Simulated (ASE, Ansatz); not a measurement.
One thermal frame of ZrO2 (fluorite type), a model cell with Sc and charge-balancing vacancies on random sites, cell Zr26Sc6O61, begun in the crystal structure [in the CHGNet run: it stayed crystalline; mean temperature 1213 K (target 1200 K); density 5.20 g/cm³, volume +10 % from the start crystal's; mean pressure 0.9 GPa against a target of 0], 1200 K, computed in Ansatz (plane waves, PAW) at several levels on the same positions and k-sampling (Γ only); no spin polarisation or spin-orbit coupling.

Warnings of the HSE06 run: stress exchange threshold loose, stress scf threshold loose. 

The frame comes from MD with CHGNet (ASE). The base level is PBE (cutoff 420 eV), whose static pressure on this k-sampling is -4.2 GPa. On the run's last frame a denser k-mesh moved the forces by 0.019 eV/Å rms, the static pressure by -0.04 GPa and the free energy by -3 meV/atom, which is about how far such values are converged. That check is the base level's; hybrids converge more slowly with the size of the cell. Differences between levels on one k-sampling err less than the absolute values. Cutoffs of the other levels: 500 eV for r2SCAN, the files' default (420 eV for most) otherwise. Volume per atom 12.43 Å³.

| level | static pressure less the base's (GPa) | rms force change from the base (eV/Å) | gap at the supercell's Γ (eV) | cost |
|---|---|---|---|---|
| PBE | 0 | 0 | 2.75 | (base) |
| r2SCAN | … | … | 3.14 | about 90 core-seconds (a rough figure) |
| HSE06 | … | … | 4.16 | roughly 13 core-minutes |

### Question
Some entries are withheld; supply them.

### Answer

- r2SCAN, static pressure less the base's (GPa): -3.6
- r2SCAN, rms force change from the base (eV/Å): 0.06
- HSE06, static pressure less the base's (GPa): -5.6
- HSE06, rms force change from the base (eV/Å): 0.13

Ansatz is a program for electronic structure.
